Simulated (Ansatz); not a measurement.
The cell is built on a prototype and need not be the phase stable at ambient conditions.

By PBEsol, the system below comes out a metal.

A figure of merit of an interconnect metal is its ballistic conductance per area.

Data:

```yaml
crystal:
  lattice:
    - [4.16821, 0.00000, 0.00000]
    - [0.00000, 5.89474, 0.00000]
    - [0.00000, 2.94737, 2.94737]
  atoms:
    - { symbol: Ag, position: [0.50000, 0.00000, 0.50000] }
    - { symbol: Ag, position: [0.00000, 0.50000, 0.00000] }
    - { symbol: Ag, position: [0.50000, 0.50000, 0.50000] }
    - { symbol: Sc, position: [0.00000, 0.00000, 0.00000] }
```

Space group of this cell: Pm-3m, Cu3Au type. The cell was relaxed by PBE-D3(BJ); by PBEsol its mean pressure is -0.7 GPa.

The current flows along the normal of the first two printed cell vectors. No spin-orbit coupling; the value is a mean over 0.1 eV about the Fermi level.

Q: Compute, with Ansatz (a first-principles code) with PBEsol, the ballistic conductance per area.

A: 0.86 × 10¹⁵ S/m² for both spins.
